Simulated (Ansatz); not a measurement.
Take HfB2 (space group P6/mmm, No. 191; a = 3.1457 Å, c = 3.4863 Å; relaxed with 0.1 eV smearing) as the base. Axes: x lies along a and z along c of the hexagonal cell.

Level of theory: PBE/PAW in Ansatz (a first-principles code), spin-orbit coupling left out.

One thing is altered: uniaxial strain ε_zz = +2.50 %, all other strain components held at zero, atoms relaxed at fixed cell.

### Question
Predict the stress tensor and what it implies for the stiffness.

### Answer
Stress of the strained cell less that of the base (GPa, compression positive):
```
   -2.7     0.0     0.0
    0.0    -2.7     0.0
    0.0     0.0   -10.4
```

Then −Δσ_ii/ε with ε = 0.0250 gives secant stiffness values (nonlinear terms included at this strain): C33 ≈ 415 GPa, C13 ≈ 110 GPa and C23 ≈ 110 GPa.

As a check, the harmonic strain energy −½ V₀ Δσ:ε is 8.1 meV/atom; the computed energy rise is 8.3 meV/atom.

No phonon test of stability was made. All final runs are without spin polarisation.
